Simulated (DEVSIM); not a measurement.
System: Si n-i-p diode, at 300 K.

| layer (left to right) | material | thickness (μm) | Nd (cm⁻³) | Na (cm⁻³) | τn (s) | τp (s) |
|---|---|---|---|---|---|---|
| 1 | Si | 1.50 | 4.1e17 | - | 3.4e-6 | 3.4e-6 |
| 2 | Si | 16.0 | - | 3.4e11 | 3.4e-6 | 3.4e-6 |
| 3 | Si | 0.240 | - | 2.1e18 | 3.4e-6 | 3.4e-6 |

Left contact: ohmic. Right contact: ohmic. Voltage is applied to the left contact. Recombination: SRH at mid-gap, radiative. Mobility is μmin + (μ − μmin)/(1 + (N/Nref)^α).

This is a model device: material constants are rounded textbook-type values typed into the input, and sizes, dopings and lifetimes were drawn at random. Values at 300 K.

| parameter | Si |
|---|---|
| gap (eV) | 1.124 |
| affinity (eV) | 4.05 |
| permittivity | 11.7 |
| Nc (cm⁻³) | 2.86e19 |
| Nv (cm⁻³) | 3.1e19 |
| μn (cm²/Vs) | 1417 |
| μp (cm²/Vs) | 470 |
| μn,min | 52 |
| μp,min | 45 |
| Nref,n | 9.7e16 |
| Nref,p | 2.2e17 |
| αn | 0.68 |
| αp | 0.72 |
| B (cm³/s) | 4.7e-15 |

Model (solved in DEVSIM): 1D drift-diffusion, Boltzmann statistics, complete ionisation; no tunnelling, impact ionisation, image-force lowering or self-heating.

Question: Tabulate band edges, carrier densities and field at -0.9 V on the left contact.

Answer: Energies count from the Fermi level of the right contact; mesh points crowd at the junctions.

```tsv
x (μm)	Ec (eV)	Ev (eV)	n (cm⁻³)	p (cm⁻³)	field (V/cm)
0.000	1.010	-0.114	4.1e17	280	-53
0.03922	1.010	-0.114	4.1e17	1.6e15	-52
0.1471	1.009	-0.115	4.2e17	6.0e15	-51
0.4186	1.008	-0.116	4.3e17	1.7e16	-49
1.144	1.004	-0.120	4.5e17	4.3e16	-44
1.377	1.003	-0.121	4.6e17	5.1e16	-42
1.470	1.003	-0.121	4.6e17	5.4e16	80
1.514	1.028	-0.096	1.7e17	1.5e17	3100
1.580	1.030	-0.094	1.6e17	1.6e17	-25
1.753	1.030	-0.094	1.6e17	1.6e17	-25
2.241	1.028	-0.095	1.6e17	1.6e17	-25
4.291	1.024	-0.100	1.7e17	1.7e17	-24
9.262	1.012	-0.112	1.8e17	1.8e17	-22
14.38	1.001	-0.123	2.0e17	2.0e17	-20
16.70	0.997	-0.127	2.1e17	2.1e17	-20
17.21	0.996	-0.128	2.1e17	2.1e17	-19
17.41	0.995	-0.129	2.1e17	2.1e17	-19
17.48	0.997	-0.127	1.9e17	2.3e17	3600
17.53	1.055	-0.069	1.9e16	2.1e18	-12
17.59	1.055	-0.069	1.3e16	2.1e18	-20
17.68	1.054	-0.069	4.9e15	2.1e18	-20
17.74	1.054	-0.070	< 1e2	2.1e18	-20
```
